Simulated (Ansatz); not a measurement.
Surface: Si(111) 1x1 surface, 6 top atoms, 3 bilayers, bottom bilayer H-capped and fixed, every top atom capped by H; cell 11.5 x 6.6 Å; two neighbouring H replaced by OH; about 7 Å thick over the host's atoms, 18 atoms held. The numbers are results of PBE-D3(BJ) (plane waves to 420 eV, PAW; Ansatz, a program for electronic structure), not measurements. Sampling: 1x2x1 k points. The slab states were run without spin polarisation. A thicker slab, a larger cell or a denser mesh can move such energies by a tenth of an eV or more. Energies are static: no zero-point or thermal part. Each state was relaxed from one prepared geometry.

End state of this step: H2O attacks the fragment of BCl3 (twice exchanged) and HCl forms. Atoms near the product:

```csv
atom,x (Å),y (Å),z (Å)
H(29),3.829,6.519,10.930
H(44),7.648,6.753,11.056
O(46),5.071,9.962,11.072
O(48),2.587,9.982,11.090
B(a0),3.838,9.888,11.679
Cl(a3),5.461,6.979,13.474
O(c0),3.885,9.666,13.047
H(c1),4.892,8.161,13.383
H(c2),2.995,9.625,13.429
```

**Question.** What energy does it take to move HCl into the gas, one a cell, with the surface relaxed behind it, and what are its closest contacts before it leaves?

**Answer.** 0.35 eV. Its closest contacts to the rest of the cell: H(c1)...O(c0) 1.84 Å, H(c1)...H(c2) 2.40 Å, H(c1)...B(a0) 2.65 Å.
